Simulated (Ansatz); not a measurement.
Take Te (space group P3_121, No. 152; a = 4.5211 Å, c = 5.9549 Å; made of chains) as the base. Axes: x lies along a and z along c of the hexagonal cell.

The values are results of Kohn–Sham DFT with the PBE functional, run in Ansatz (an electronic-structure program) with PAW and 420 eV plane waves, no SOC, earlier PAW set, not measurements.

Perturbation: every lattice vector is stretched by 2.50 %, atoms relaxed at fixed cell.

Question: Predict the stress tensor and what it implies for the stiffness.

Answer: Stress of the strained cell less that of the base (GPa, compression positive):
```
  -0.92    0.00    0.00
   0.00   -0.92    0.00
   0.00    0.00   -2.04
```

Then B = −ΔP/(ΔV/V₀) with ΔV/V₀ = 0.0769 gives secant stiffness values (nonlinear terms included at this strain): B (at held cell shape, above the free-shape value) ≈ 17 GPa.

As a check, the harmonic strain energy −½ V₀ Δσ:ε is 11 meV/atom; the computed energy rise is 12 meV/atom.

No phonon test of stability was made. No dispersion term is included, though the crystal is made of layers, chains or molecules, so its spacings can come out too wide.
